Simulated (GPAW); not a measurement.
Equation of state of zinc-blende BN (space group 216): energy against volume (GPAW, PBE)

```
CELL_PARAMETERS angstrom
      0.00000     1.77536     1.77536
      1.77536     0.00000     1.77536
      1.77536     1.77536     0.00000
ATOMIC_POSITIONS crystal
  B  0.00000 0.00000 0.00000
  N  0.75000 0.75000 0.75000
```

Computed with PBE, GPAW PAW datasets PBE (gpaw-data 1.0.1) (plane waves; GPAW). Settings: mode = pw; ecut = 1040 eV; xc = PBE; kpts = 15 15 15; mesh shift (steps) = 0 0 0; occupations.name = fermi-dirac; occupations.width = 0.01 eV; nbands = -6; convergence.density = 1e-05 e/electron; convergence.energy = 1e-05 eV/electron; convergence.bands = -4; symmetry.symmorphic = false; symmetry.tolerance = 0.0005; maxiter = 100. The cell above is the first row's. The rows scale it uniformly. In all rows fractional positions and the k mesh are held. E is the free energy at the stated smearing, counted from the lowest row.

| V (Å^3/atom) | E (meV/atom) |
|---|---|
| 5.5958 | ? |
| 5.7174 | 11.73 |
| 5.8391 | 2.70 |
| 5.9607 | 0.00 |
| 6.0824 | 3.06 |
| 6.2040 | 11.34 |
| 6.3257 | 24.37 |
| 6.4473 | 41.73 |
| 6.5689 | 63.01 |

The 8 complete rows are fitted with the third-order Birch-Murnaghan form, a cubic in V^(-2/3), E against V. With u = V^(-2/3) - 0.298, the rows have u = 0.014753, 0.010392, 0.006183, 0.002112, -0.001822, -0.005634, -0.009321, -0.012895. Least squares gives E = 6.849 - 2152.70·u + 169660·u² - 89297·u³. Residuals (row less fit): 0.000, 0.000, -0.004, 0.002, 0.005, -0.009, 0.003, -0.001; standard error 0.006 (degrees of freedom: 4). Its minimum lies at u = 0.006376, so V0 = (0.304376)^(-3/2) = 5.955. There d²E/du² = 335900 and d³E/du³ = -535800, so B0 = (4/9) × 5.955^(-7/3) × 335900 × 0.160218 = 372 GPa (the last factor turns the table's units into GPa), and B0' = 4 + (2/3) × 0.304376 × (-535800)/335900 = 3.7. The program's pressures in the fitted runs (not shown) pass through zero at V = 5.95, 0.04 % from this V0.

**Question.** Estimate the missing E (V = 5.5958); what did the run itself give?

**Answer.** u = 0.019267, so E = 6.849 - 2152.70 × 0.019267 + 169660 × 0.019267² - 89297 × 0.019267³ = 27.715 meV/atom. The calculation gives 27.75 meV/atom, 0.035 meV/atom above the prediction (0.1 % of the range of E in the table). The row lies outside the fitted rows, so this is an extrapolation. From the scatter of the fitted rows alone, a prediction at this place has a standard error of 0.017 meV/atom, so the miss is 2.1 times that.

Carrying the step between the two nearest rows on in a straight line would have given 20.75, off by 7.00; series whose last step already gives the withheld value aren't shown. The scan was laid around a cell of about the measured size, scaled by a guess for this functional. The runs keep the symmetry of the cell, so they don't test it for distortions. Cutoffs and mesh are single choices, not tested for convergence of this quantity. Series with a scatter that would blur these digits, or in which a gap closes, are not shown. Nor are scans whose minimum lies at an end fitted in this form.
